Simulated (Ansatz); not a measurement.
Input and output of a relaxation of the atoms for LuBr₃ (P3m1, 8 atoms in the cell) (Ansatz, an electronic-structure program).

Level of theory: LDA (PW92), default PAW files made with PBE (plane waves; Ansatz).

The change in words: one atom moved by 0.15 angstrom; relax: default → atoms; relax.f_tol: default → 0.001 eV/Å. Reference geometry:
```xyz
8
Lattice="10.1712 0.0000 0.0000 -5.0856 8.8085 0.0000 0.0000 0.0000 3.6435" Properties=species:S:1:pos:R:3 pbc="T T T"
Lu     0.0000     5.8724     2.7326
Lu     5.0856     2.9362     0.9109
Br     0.0000     3.7978     0.9109
Br     5.0856     5.0107     2.7326
Br     6.8822     1.8989     2.7326
Br    -1.7966     6.9096     0.9109
Br     1.7966     6.9096     0.9109
Br     3.2890     1.8989     2.7326
```

Reference input (self-consistent single point, DFT, LDA (PW92), plane waves, default PAW files made with PBE): basis.ecutwfc = 420 eV; kpoints.mp_grid.grid = 2 2 5; hamiltonian.xc = lda; hamiltonian.pseudopotentials = {kind: paw} (the program's default PAW files); scf.occupations.method = fixed. This run's input differs from it in these lines:

```diff
@@ -6,3 +6,3 @@
   atoms:
-    - { symbol: Lu, position: [0.33333300, 0.66666700, 0.75000000] }
+    - { symbol: Lu, position: [0.33333300, 0.66666700, 0.79117000] }
     - { symbol: Lu, position: [0.66666700, 0.33333300, 0.25000000] }
@@ -23,2 +23,4 @@
   occupations: { method: fixed }
+relax:
+  f_tol: 0.001
 output:
```

Output (repeated stretches shortened):

```
   [... SCF lines of the steps left out ...]
relax step   1: F+E_penalty+E_count = -45162.50565883 eV  Δ(F+E_penalty+E_count) = +0.000e0 eV  max|allowed force component| = 6.648e-1 eV/Å  Δτ_max = 0.0000 Å  (9 SCF iters, dr2 threshold 1.00e-7 eV, accepted)
relax step   2: F+E_penalty+E_count = -45162.54149697 eV  Δ(F+E_penalty+E_count) = -3.584e-2 eV  max|allowed force component| = 4.170e-1 eV/Å  Δτ_max = 0.0747 Å  (6 SCF iters, dr2 threshold 2.76e-5 eV, accepted)
   [... lines left out ...]
relax step   7: F+E_penalty+E_count = -45162.59066260 eV  Δ(F+E_penalty+E_count) = -4.438e-10 eV  max|allowed force component| = 7.301e-4 eV/Å  Δτ_max = 0.0000 Å  (2 SCF iters, accepted)
relax step   8: F+E_penalty+E_count = -45162.59068959 eV  Δ(F+E_penalty+E_count) = -2.699e-5 eV  max|allowed force component| = 1.404e-3 eV/Å  Δτ_max = 0.0109 Å  (8 SCF iters, accepted)
relax step   9: F+E_penalty+E_count = -45162.59069022 eV  Δ(F+E_penalty+E_count) = -6.298e-7 eV  max|allowed force component| = 8.651e-4 eV/Å  Δτ_max = 0.0004 Å  (5 SCF iters, accepted)
the relaxation is at rest under the 6 symmetry operations that the run kept from its start: a minimum is not shown …
Stability not checked: this state was not tested for a lower state beside it, because too few of the mixer's solves of this state at the end of the SCF gave a …
Free energy (F): -45162.590690 eV
Internal energy: -45162.590690 eV  (E = F + TS)
E sigma→0 (E₀):  -45162.590690 eV
Fermi energy:    1.138486 eV
--- Forces (eV/Å), atoms counted from 1 ---
  atom   1  Lu     0.00000000     0.00000000    -0.00005064
  atom   2  Lu     0.00000000    -0.00000000     0.00086866
   [... lines left out ...]
    - { symbol: Br, position: [0.7823588241609527, 0.21764117583904727, 0.7550474672884124] }
    - { symbol: Br, position: [0.2176361428673444, 0.7823638571326557, 0.25525523793638333] }
    - { symbol: Br, position: [0.5647277142653112, 0.7823638571326557, 0.25525523793638333] }
    - { symbol: Br, position: [0.4352823516780947, 0.21764117583904727, 0.7550474672884124] }
```

The run converged. 

Summary of the result:
* **Free energy E − TS (on the zero of these files)**: -45162.5907 eV
* **Top of the valence band (on the code's own zero)**: 1.14 eV
* **Gap on the k-point mesh**: 2.76 eV
* **Pressure**: -0.99 GPa
* **Relaxation steps**: 9

The starting cell comes from a database of computed structures (which also holds hypothetical and non-ambient phases and stackings), without a prior relaxation at this level. Its lattice was rescaled by up to half a per cent. For this run, on top of that: one atom moved by 0.15 angstrom. Spin-orbit coupling is off. The relaxation keeps the symmetry of its start, so its end need not be a minimum. Ansatz's pressure includes its estimate of the finite-basis (Pulay) stress.

Cost on one core of a shared machine: roughly 80 s.

Keys are those of Ansatz 0.2.
